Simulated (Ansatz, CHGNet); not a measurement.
For HfO2 (model structure, started from the CdI2 type, P-3m1, No. 164, 3 atoms in the cell), the machine-learned potential CHGNet 0.3.0 (trained on PBE and PBE+U data) gives:

| Quantity | Value |
|---|---|
| lattice parameter a | 3.230 Å |
| lattice parameter c | 5.405 Å |

Q: What does r²SCAN in Ansatz (plane waves, PAW) give for the same quantities?

A: 
- lattice constant a: 3.233 Å (grows by 0.1 %)
- lattice parameter c: 4.828 Å (falls by 11 %)

Changes are worked out from the printed values.

Unless a cell is named, each level is at its own relaxed cell (CHGNet 0.3.0 16.27, r²SCAN 14.57 Å³/atom).

Levels without +SOC leave out spin–orbit coupling, which shifts energies and cells of such heavy elements.

Caveats: the cell has another shape than the first-principles one, perhaps another minimum in the same group (CHGNet 0.3.0); the cell moved over 20 % in volume from its start (CHGNet 0.3.0). Ansatz's density-functional and Hartree–Fock values are scalar-relativistic unless marked +SOC, with PAW data made under PBE.

A model structure was made by putting elements into a prototype or built by hand; it is no filed structure, need not be a known phase, and can be a saddle point held by its symmetry.

Ansatz is a program for electronic structure.
